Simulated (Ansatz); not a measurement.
A zone-centre phonon calculation of TiSi2 (P1, 6 atoms in the cell) with Ansatz (an electronic-structure program).

Computed with LDA (PW92), harder PAW files (source: ansatz) made with PBE (plane waves; Ansatz).

```yaml
crystal:
  lattice:
    - [0.00000, 4.11752, 4.26290]
    - [2.38951, 0.00000, 4.26290]
    - [2.38951, 4.11752, 0.00000]
  atoms:
    - { symbol: Ti, position: [0.48442, 0.51945, 0.52215] }
    - { symbol: Ti, position: [0.78251, 0.71125, 0.71112] }
    - { symbol: Si, position: [0.81790, 0.16895, 0.84674] }
    - { symbol: Si, position: [0.15084, 0.87597, 0.16891] }
    - { symbol: Si, position: [0.41899, 0.07212, 0.44083] }
    - { symbol: Si, position: [0.09534, 0.40225, 0.06026] }
```

Reference input (self-consistent single point, DFT, LDA (PW92), plane waves, harder PAW files (source: ansatz) made with PBE): basis.ecutwfc = 740 eV; kpoints.mp_grid.grid = 5 5 5; hamiltonian.xc = lda; hamiltonian.pseudopotentials = {kind: paw, source: ansatz}; scf.occupations.method = fermi_dirac; scf.occupations.width = 0.1 eV. This run's input differs from it in these lines:

Ansatz 0.2 input:
```diff
@@ -13,3 +13,3 @@
 basis:
-  ecutwfc: 740.0 eV
+  ecutwfc: 520.0 eV
 kpoints:
@@ -21,6 +21,4 @@
   occupations: { method: fermi_dirac, width: 0.1 eV }
-output:
-  forces: true
-  eigenvalues: true
-  stress: true
+phonons:
+  method: dfpt
```

Log, with long lists cut:

```
SCF iter   1: F=—  HF=-7340.979308 eV  |F-HF|=—  |Δ(HF+E_count)|=         —  Δρ=9.35e-2  dr2=1.00e1  ethr=3.10e-3  ⟨swp⟩=7.6  Hψ=8814  notcnv=0
all-band conjugate gradients solve this SCF's bands
preconditioner: auto → Kerker (q_TF=auto, 2.412 Å⁻¹)
SCF iter   2: F=—  HF=-7338.681261 eV  |F-HF|=—  |Δ(HF+E_count)|=    2.30e0  Δρ=2.96e-2  dr2=5.88e-1  ethr=3.10e-3  ⟨swp⟩=4.0  Hψ=4464  notcnv=0
   [... lines left out ...]
SCF iter   8: F=—  HF=-7338.499200 eV  |F-HF|=—  |Δ(HF+E_count)|=   6.27e-6  Δρ=4.83e-6  dr2=2.27e-8  ethr=1.02e-9  ⟨swp⟩=2.2  Hψ=2188  notcnv=0
SCF iter   9: F=—  HF=-7338.499200 eV  |F-HF|=—  |Δ(HF+E_count)|=   3.87e-9  Δρ=1.28e-6  dr2=1.99e-9  ethr=5.66e-11  ⟨swp⟩=2.5  Hψ=2744  notcnv=0
SCF iter  10: F=—  HF=-7338.499200 eV  |F-HF|=—  |Δ(HF+E_count)|=  3.24e-10  Δρ=3.36e-7  dr2=1.20e-10  ethr=4.98e-12  ⟨swp⟩=2.2  Hψ=2063  notcnv=0
SCF iter  11: F=-7338.499200 eV  HF=-7338.499200 eV  |F-HF|=0.00e0  |Δ(HF+E_count)|=  2.55e-11  Δρ=5.51e-8  dr2=2.90e-12  ethr=1.00e-12  ⟨swp⟩=7.7  Hψ=8651  notcnv=0
SCF 1 converged in 11 iterations: F = -7338.499200 eV  dr2 = 2.90e-12
DFPT response loops at Γ: preconditioner auto → Kerker (q_TF=auto, 2.412 Å⁻¹) (partly filled bands, converged f_vac=0.001) …
Free energy (F): -7338.499200 eV
Internal energy: -7338.421705 eV  (E = F + TS)
E sigma→0 (E₀):  -7338.460453 eV
Entropy (-TS):   -0.077495 eV (-12.916 meV/atom)
Fermi energy:    12.355845 eV
--- Phonons (Γ-DFPT): 18 representative perturbations + reference, on 63 of 125 k-points (Σ response iterations 54) ---
  k mesh reduced under 1 symmetry operation, with k and −k counted as one. Each operation leaves every solved perturbation unchanged …
  ASR residual: 2.166e-3 → 0.000e0 eV/Å²; symmetrization residual: 1.071e-5 eV/Å²
  ASR residual per site (eV/Å²): 2.12e-3 2.17e-3 4.61e-5 4.20e-5 5.77e-5 6.99e-5
  Γ frequencies (cm⁻¹): 0.00 0.00 0.00 159.44 164.30 197.80 212.07 226.80 243.37 255.62 271.60 281.76 305.45 335.20 363.40 398.48 418.88 462.75
  non-analytic LO–TO correction: not included (Born effective charges unavailable; polar crystals: no LO–TO splitting at Γ)
```

The run converged in 11 iterations. 

Summary of the result:
- Free energy E − TS (on the zero of these files) = -7338.4992 eV
- Fermi level (on the code's own zero) = 12.36 eV
- Zone-centre frequencies (cm⁻¹; negative means imaginary) = 0, 0, 0, 159, 164, 198, 212, 227, 243, 256, 272, 282, 305, 335, 363, 398, 419, 463

The starting cell comes from a database of computed structures (which also holds hypothetical and non-ambient phases and stackings), without a prior relaxation at this level. Its atoms were displaced at random from the sites of space group no. 70. Spin polarisation is off. The cutoff lies below the one recommended for these files.

Cost on one core of a shared machine: roughly 10 min.
